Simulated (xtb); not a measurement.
xtb 6.7.1, GFN1-xTB: Ga(hfac)2(amdMe), 44 atoms. The geometry is a generated start, not checked to be a minimum at this level.

```json
{
  "method": "GFN1-xTB",
  "--acc": "1 (default)",
  "--etemp (K)": "300 (default)",
  "detailed input (--input)": "none: ANC optimiser, Lindh (1995) Hessian, microcycle=20, maxdispl=1.0, hlow=0.01 (default)",
  "basis_functions": "160",
  "valence_electrons": "188"
}
```

The structure is relaxed from this start with --opt LEVEL for the levels crude, sloppy, loose, lax, normal, tight, vtight, extreme, once each. Up to the end of the extreme run atoms move by at most 0.50 Å along an axis.

### Question
Which level is enough to come within 1 meV of the tightest end point?

### Answer
vtight: 69 cycles against 93, ending 0.043 meV above.

```tsv
level	cycles	energy above the extreme run (meV)	gradient norm (eV/Å)
crude	3	8.1	0.21
sloppy	4	6.5	0.14
loose	5	5.2	0.14
lax	6	4.8	0.093
normal	14	2.8	0.032
tight	22	2.3	0.011
vtight	69	0.043	0.0046
extreme	93	—	0.0017
```
